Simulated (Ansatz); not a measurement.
## Volume per atom of V2O5 (Pmmn, No. 59): levels of theory against measurement

Reference value: 12.80 Å³/atom (measured, 292 K, copied from a table, unchecked, not corrected to a static lattice, sources range from 12.80 to 12.91; as tabulated in doi:10.1107/s0108270186091825).

**Question.** What do LDA, PBEsol, r²SCAN, r²SCAN-D4, r²SCAN+rVV10 give, and how far is each from the reference?

**Answer.** 
| level (code) | value (Å³/atom) | difference (%) |
|---|---|---|
| LDA (Ansatz) | 11.62 | -9.2 |
| PBEsol (Ansatz) | 12.71 | -0.7 |
| r²SCAN (Ansatz) | 12.75 | -0.4 |
| r²SCAN-D4 (Ansatz) | 12.47 | -2.6 |
| r²SCAN+rVV10 (Ansatz) | 12.33 | -3.7 |

The reference is not for a static lattice or low temperature, so close values are not ranked against it. Off by more than 3.8 % (a bound picked here): LDA (-9.2 %).

The reference has no zero-point or thermal correction, while the calculations are for a static lattice, so the differences are not the levels' errors alone. A static lattice is as a rule a little smaller than the measured one. The crystal itself was run without spin with LDA, PBEsol, r²SCAN, r²SCAN-D4, r²SCAN+rVV10. LDA, PBEsol, r²SCAN, r²SCAN-D4, r²SCAN+rVV10: the relaxation could not lower the start's symmetry, so the cell can be a saddle point above a distorted one. Ansatz's density-functional and Hartree–Fock values are scalar-relativistic unless marked +SOC, with PAW data made under PBE.

Differences are worked out from the printed values.

Ansatz is an electronic-structure program.
